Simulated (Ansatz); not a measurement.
# SiO2: transverse stress against strain

SiO2 (rutile, P4_2/mnm, 7.657 Å³/atom and stress up to 0.01 GPa in the relaxed cell, c along z) under a strain ε along a (axis x), the other axes held. LDA in Ansatz, a plane-wave DFT program (PAW, default set), 420 eV, 8×8×12 Γ-centred mesh, Fermi-Dirac smearing 0.05 eV; ions are relaxed, or left where forces stay under 0.02 eV/Å, within the symmetry of each cell. Stress is positive for a compressed cell.

Here s stands for strain and y for stress zz.

```
strain (%)  stress zz (GPa)
----------  ---------------
-1.20                  2.35
-0.60                  1.16
0.00                  -0.01
0.60                  -1.17
1.20                  -2.31
3.00                      ?
```

**Question.** Fit y against s with a straight line, and predict the withheld value at s = 3.00.

**Answer.** Means: s 0, y 0.004. About the means, the sum of products is -6.9900 and the sum of squares of s is 3.6000; the slope is their ratio. Least squares gives y = 0.004 - 1.9417·s. Residuals (row less fit): 0.016, -0.009, -0.014, -0.009, 0.016; standard error 0.017 (degrees of freedom: 3). The slope gives the elastic constant C13 = 194.2 ± 0.9 GPa (± standard error of the fit, which holds the terms cut off). At the withheld row, y = 0.004 - 1.9417 × 3.0 = -5.821 GPa. The calculation gives -5.60 GPa, 0.221 GPa above the prediction (2.8 % of the range of y in the table). The row lies outside the fitted rows, so this is an extrapolation. From the scatter of the fitted rows alone, a prediction at this place has a standard error of 0.033 GPa, so the miss is 6.7 times that.

A polynomial of degree 2 through the 10 other runs of the series gives -5.63 there, so most of the miss is curvature that the fit leaves out. SiO2 is here stishovite, a high-pressure form. Rows are the converged runs of the series near zero and its far end; series whose fitted rows scatter by over a few per cent of the range, as at a crossing or softening among them, aren't shown in this form, nor equations of state whose B0' disagrees with the runs' pressures. Most that stay on the fit to the last digits aren't either.
